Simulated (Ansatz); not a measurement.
# L1₀ (CuAu-type) TiAl

These are r²SCAN (Ansatz, a first-principles code, PAW) values and carry that method's errors.

Run with plane-wave cutoff 600 eV, 22×22×16 k mesh (along the axes of the cell as run), Fermi–Dirac smearing 0.041 eV (set by the program), no spin polarisation, scalar-relativistic PAW data made under PBE.

Cell (measured lattice):

```cif
data_AlTi
_chemical_formula_sum 'Ti1 Al1'
_space_group_name_H-M_alt 'P 1'
_space_group_IT_number 1
_cell_length_a 2.84163
_cell_length_b 2.84163
_cell_length_c 4.06542
_cell_angle_alpha 90.000
_cell_angle_beta 90.000
_cell_angle_gamma 90.000
loop_
_space_group_symop_operation_xyz
  'x, y, z'
loop_
_atom_site_label
_atom_site_type_symbol
_atom_site_fract_x
_atom_site_fract_y
_atom_site_fract_z
_atom_site_occupancy
Ti1 Ti 0.00000 0.00000 0.00000 1
Al1 Al 0.50000 0.50000 0.50000 1
```

```yaml
elastic constant C13: 79.6 GPa
elastic constant C33: 172 GPa
elastic constant C44: 117 GPa
Voigt–Reuss–Hill bulk modulus: 111 GPa
Voigt–Reuss–Hill shear modulus (Hill average): 73.8 GPa
young_modulus: 181 GPa
poisson_ratio: 0.228
```

Measured, for comparison: elastic constant C13 75 GPa, elastic constant C33 183 GPa, elastic constant C44 109 GPa (0 K, extrapolated to 0 K, Ti-56 at.% Al crystal; axes of the face-centred tetragonal cell; as tabulated in Qi et al. (2023), arXiv:2305.11825). Computed (rounded) less measured: elastic constant C13 +6 %, elastic constant C33 -6 %, elastic constant C44 +7 %.

Note: the cell isn't this level's own, so it is under some stress, which shifts stiffness and frequencies.

Elastic constants are with the ions relaxed.

The computed numbers hold no vibrational or temperature effects.

Computing time: about 23 core-minutes (a rough figure).
